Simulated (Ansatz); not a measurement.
Where the default PAW files enter, the runs use the earlier of Ansatz's two default sets.

The decay constant κ of evanescent states in the gap governs leakage through a thin film.

Consider the following.

```
CELL_PARAMETERS angstrom
      3.92114     0.00000     0.00000
      0.00000     5.54533     0.00000
      1.96057     2.77266     1.96057
ATOMIC_POSITIONS crystal
  Ag 0.00000 0.00000 0.00000
  Cl 0.00000 0.50000 0.00000
```

Space group of this cell: Fm-3m, rock salt. The cell is taken as given.

Transport runs along the normal of the first two printed cell vectors, the (110) plane of the conventional cell.

The gap is the functional's own. No spin-orbit coupling. Mid-gap values are interpolated on the energy grid.

### Question
Give the band gap and the smallest decay constant κ at mid-gap that r2SCAN (Ansatz, a quantum-chemistry and plane-wave program) yields.

### Answer
Gap 1.47 eV on a 16×16×16 mesh; κ = 0.217 1/Å, at the zone centre.
